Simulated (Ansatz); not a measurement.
```
CaO
1.0
    0.00000     2.39742     2.39742
    2.39742     0.00000     2.39742
    2.39742     2.39742     0.00000
Ca O
1 1
Cartesian
  0.00000   0.00000   0.00000
  2.39742   2.39742   2.39742
```

List the harmonic phonon frequencies (cm⁻¹; finite displacements on a 8×8×8 mesh, Ansatz, a first-principles code, r2SCAN functional, plane-wave PAW, k mesh 8×8×8) at q = (0.125, 0.250, -0.500), (0.000, 0.000, 0.250), (0.125, 0.375, -0.375), in fractions of this cell's reciprocal vectors. At Γ leave out the LO-TO shift.


- (0.125, 0.250, -0.500): 188, 216, 307, 315, 325, 464
- (0.000, 0.000, 0.250): 132, 132, 234, 299, 299, 540
- (0.125, 0.375, -0.375): 216, 254, 295, 323, 350, 399
